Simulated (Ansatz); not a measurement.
The reference is TiO₂ in the rutile structure (space group P4_2/mnm, No. 136; a = 4.591 Å, c = 2.939 Å).

Method: PBEsol (Ansatz, an electronic-structure program, PAW, no SOC).

Base values:

* **Band gap**: 1.87 eV
* **Volume per atom**: 10.33 Å³

It is then changed as follows: cell and atoms relaxed at a pressure of 5 GPa.

Task: Predict the new band gap and volume per atom.

Result: The band gap goes up by 0.01 eV, from 1.87 eV to 1.88 eV; the volume per atom drops by 0.22 Å³ (10.33 Å³ → 10.11 Å³).

Load acts through the strain it causes; cell and atoms are relaxed under it. Stability against distortions was not tested. Competing high-pressure phases were not computed. The final runs are not spin-polarised.
